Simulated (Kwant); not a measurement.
Model system: quantum point contact (saddle potential) in a InAs two-dimensional gas. Effective mass 0.023 mₑ, grid spacing 10 nm, hard walls, nominal width 170 nm (17 grid rows, so walls 180 nm apart), one parabolic valley, scattering region 600 nm long along x; energies count from the band bottom; Fermi energy swept from 0.00020436 to 0.005629 eV. Potential (V0 + ½k y²) cos²(πx/L) for |x| < L/2, with V0 = 0.0022 eV, k = 4.2e-06 eV/nm², L = 490 nm.

The device is made up for the run: typed textbook-type constants, with dimensions and the other settings drawn at random.

Computed with Kwant: effective-mass tight-binding model on a square grid, one spin, coherent transport at 0 K. Conductance is in e²/h.

Density of the scattering states that come in from the left lead, at energy = 0.002956 eV, in bins, relative to the largest site value (x marks bins outside the device):

```
|00000000000000000000000000000000000000000000|
|00133321000000000000000000000000000000000000|
|01356642110000000000000000000000000000000000|
|02479853221110000000000000000000000000000000|
|02589863333321100000000000000000000000000000|
|02489743345543210000000000000000000000000000|
|01367532257764321000000000000000000000000000|
|00245310258986421100000000000000000000000000|
|00144200258986531100000000000000000000000000|
|00245310258986421100000000000000000000000000|
|01367532257764321000000000000000000000000000|
|02489743345543210000000000000000000000000000|
|02589863333321100000000000000000000000000000|
|02479853221110000000000000000000000000000000|
|01356642110000000000000000000000000000000000|
|00133321000000000000000000000000000000000000|
|00000000000000000000000000000000000000000000|
```
Scale: ten equal steps from 0.000 (start of '0') to 1.00 (end of '9'), in the order '0123456789'; x runs from -283 to 283, y from -76.4 (bottom) to 76.4 (top).

The conductance there is 0.00045 e²/h with 2 open channel(s) in the leads.
